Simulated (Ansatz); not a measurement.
The structure below was relaxed with PBEsol in Ansatz (plane waves to 420 eV, PAW, no SOC), at pressure 1.5 GPa.

Space group R-3m, hexagonal axes (No. 166); a = b = 3.131 Å, c = 23.041 Å, α = β = 90.00°, γ = 120.00°

| atom | site | symmetry | x | y | z |
|---|---|---|---|---|---|
| Mg | 3a | -3m | 0.0000 | 0.0000 | 0.0000 |
| Mg | 6c | 3m | 0.0000 | 0.0000 | 0.2220 |

Write out a cell with all atoms.


```xyz
9
Lattice="3.1308 0.0000 0.0000 -1.5654 2.7114 0.0000 0.0000 0.0000 23.0410" Properties=species:S:1:pos:R:3 pbc="T T T"
Mg     0.0000     0.0000     0.0000
Mg     0.0000     1.8076    20.4766
Mg     0.0000     0.0000    17.9251
Mg     1.5654     0.9038     7.6803
Mg     0.0000     0.0000     5.1159
Mg     1.5654     0.9038     2.5644
Mg     0.0000     1.8076    15.3607
Mg     1.5654     0.9038    12.7963
Mg     0.0000     1.8076    10.2447
```
This is the conventional cell.

Load acts through the strain it causes; cell and atoms are relaxed under it. No phonon test of stability was made. The cell was made from Mg (space group R-3m, No. 166; a cell from a computed database, its experimental status unchecked) by this change: pressure 1.5 GPa. This is not the structure that Mg has at room temperature and ambient pressure.

Ansatz is an electronic-structure program.
